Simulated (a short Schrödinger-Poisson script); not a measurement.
Structure: MOS inversion layer, SiO2 on p-type Si(100), at 400 K.

From the gate side: 3.5 nm SiO2; 390 nm Si, acceptors 1.2e18 cm⁻³.

Constants are typed, rounded textbook-type inputs, not results; the design itself was drawn at random and stands for no fabricated device. SiO2: permittivity 3.9, conduction-band edge (eV) 3.15, gap (eV) 9, electron mass (mₑ) 0.5. Si: permittivity 11.7, conduction-band edge (eV) 0, gap (eV) 1.124, Nv at 300 K (cm⁻³) 3.1e19.

Channel valleys (confinement mass, in-plane density-of-states mass, number): Δ2 0.916, 0.19, 2; Δ4 0.19, 0.417, 4. At the gate the conduction-band edge of layer 1 lies 3.18 eV − eVg above the Fermi level of the channel; the field vanishes at the back. Gaps are held at their typed values at every temperature. Mesh 0.03 nm at interfaces.

From a short Schrödinger-Poisson script (our own, NumPy): 1D Poisson equation in equilibrium, electrons quantum, Hartree (BenDaniel-Duke, 12 states a valley, the channel's in-plane mass for all, wave functions ending at the dielectric), parabolic valleys, classical holes, full ionisation, no traps, pinning or gate leakage.

| Vg (V) | electrons (cm⁻²) | C (μF/cm²) | Δ2 E0 (meV from the Fermi level) | Δ4 E0 (meV from the Fermi level) |
|---|---|---|---|---|
| 0.45 | 3.48e9 | 0.267 | 269.9 | 346.0 |
| 0.6 | 5.94e10 | 0.361 | 170.6 | 250.5 |
| 0.75 | 3.87e11 | 0.619 | 104.2 | 187.8 |
| 0.9 | 9.75e11 | 0.744 | 70.2 | 157.5 |
| 1.05 | 1.67e12 | 0.796 | 49.4 | 140.3 |
| 1.2 | 2.41e12 | 0.824 | 34.4 | 128.8 |
| 1.35 | 3.18e12 | 0.840 | 22.6 | 120.3 |
| 1.5 | 3.96e12 | 0.852 | 12.6 | 113.5 |
| 1.65 | 4.75e12 | 0.860 | 3.9 | 108.0 |
| 1.8 | 5.56e12 | 0.866 | -4.0 | 103.2 |
| 1.95 | 6.37e12 | 0.872 | -11.1 | 99.0 |
| 2.1 | 7.18e12 | 0.876 | -17.7 | 95.3 |
| 2.25 | 8.00e12 | 0.879 | -24.0 | 92.0 |
| 2.4 | 8.82e12 | 0.882 | -29.9 | 88.9 |
| 2.55 | 9.65e12 | 0.885 | -35.6 | 86.0 |
| 2.7 | 1.05e13 | 0.887 | -41.0 | 83.4 |
| 2.85 | 1.13e13 | 0.889 | -46.2 | 80.9 |

Gate voltages with under 1e9 electrons/cm² are left out.

Question: At Vg = 2.85 V the lowest Δ2 subband lies at -46.2 meV from the Fermi level. How many electrons does it hold, and what share of all?

Answer: The two-dimensional density of states is g m/(πħ²) = 1.59e11 cm⁻² meV⁻¹ (both spins), kT = 34.5 meV, so n = D kT ln(1 + exp(−E/kT)) = 8.61e12 cm⁻², 0.76 of the 1.13e13 cm⁻² in all.

Question: Compare the slope of the sheet density between 2.55 and 2.85 V with the geometric capacitance of the layers between gate and channel.

Answer: q Δn/ΔV = 0.881 μF/cm²; ε0/Σ(t/ε) = 0.987 μF/cm². The ratio is 0.89: the channel acts as a further capacitance in series.
